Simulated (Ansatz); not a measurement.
**Effect of biaxial strain −1.20 %, plane normal [001], relaxed out of plane on MgTe**

Base system: MgTe in the wurtzite structure (space group P6_3mc, No. 186; a = 4.5614 Å, c = 7.4119 Å). Axes: x lies along a and z along c of the hexagonal cell.

It is then changed as follows: compressive biaxial strain of 1.20 % in the plane normal to [001], as in epitaxy on a mismatched substrate; the out-of-plane cell vector and the atoms relax.

The values are results of Ansatz (a program for electronic structure) PBEsol, no spin-orbit coupling, not measurements. Settings: 8×8×5 k-points, 0.05 eV Fermi–Dirac smearing.

| quantity | base | changed | shift |
|---|---|---|---|
| volume per atom | 33.39 Å³ | 32.95 Å³ | -0.44 Å³ |
| space group | P6_3mc (No. 186) | P6_3mc (No. 186) | – |
| pressure (mean of the normal stresses, compression positive) | -0.01 GPa | 0.48 GPa | +0.49 GPa |
| band gap | 2.39 eV | 2.40 eV | +0.01 eV |
| gap character | direct at Γ | direct at Γ | – |
| width of the top valence band | 1.40 eV | 1.49 eV | +0.09 eV |
| electron mass | 0.15 mₑ along c, 0.17 mₑ across (at Γ) | 0.15 mₑ out of plane, 0.18 mₑ in plane (at Γ) | – |
| valence-band top at Γ (three highest levels, from the VBM) | 0.00, -0.02, -0.02 eV | 0.00, 0.00, -0.13 eV | – |
| out-of-plane strain | – | +1.08 % | – |
| ratio −ε⊥/ε∥ | – | 0.90 | – |
| mean in-plane stress (compression positive) | – | +0.7 GPa | – |

With Te present, leaving out spin-orbit coupling can change the band edges. Effective masses come from finite differences of ±0.01 Å⁻¹. Whether these cells are dynamically stable was not tested.
